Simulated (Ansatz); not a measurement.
An Ansatz (a first-principles code) input (PBEsol (Ansatz; PAW; 420 eV plane waves; no SOC)):

Ansatz 0.2 input:
```yaml
crystal:
  lattice:
    - [4.1412870737, 0, 0]
    - [0, 4.1412870737, 0]
    - [0, 0, 4.1412870737]
  atoms:
    - { symbol: Zr, position: [0, 0, 0] }
    - { symbol: Pb, position: [0.5, 0.5, 0.5] }
    - { symbol: O, position: [0.5, 0, 0] }
    - { symbol: O, position: [0, 0.5, 0] }
    - { symbol: O, position: [0, 0, 0.5] }
basis: { ecutwfc: 420, ecutrho_ratio: 4, xc_grid: 2, fft_grid_basis: typed }
kpoints: { mp_grid: { grid: [11, 11, 11] } }
hamiltonian:
  xc: pbesol
  dispersion: none
  pseudopotentials: { kind: paw }
total_charge: 0.355121
scf: { occupations: { method: fermi_dirac, width: 0.0259 }, convergence: { dr2_threshold: 0.0000000005 } }
relax: { f_tol: 0.005, max_steps: 30 }
output: { forces: true, stress: true }
checkpoint: { write: state.ck, write_every: 1000 }
```

Which symmetry and how many k-points will the program report, and about how many plane waves at Γ?

Space group Pm-3m (ITA 221) with 48 operations, k-points 56 of 1331, and 1357 plane waves at Γ.

Carriers are added with a uniform compensating background; total energy and stress of such cells depend on the potential's zero and are not compared; many-body gap narrowing is missing at this level. Stability against distortions was not tested. The cell was made from PbZrO3 in the cubic perovskite structure (space group Pm-3m, No. 221; a cell from a computed database, its experimental status unchecked) by this change: holes 5.0×10^21 cm⁻³. Many cubic perovskites are stable only at high temperature; tilts and polar distortions were not tested.
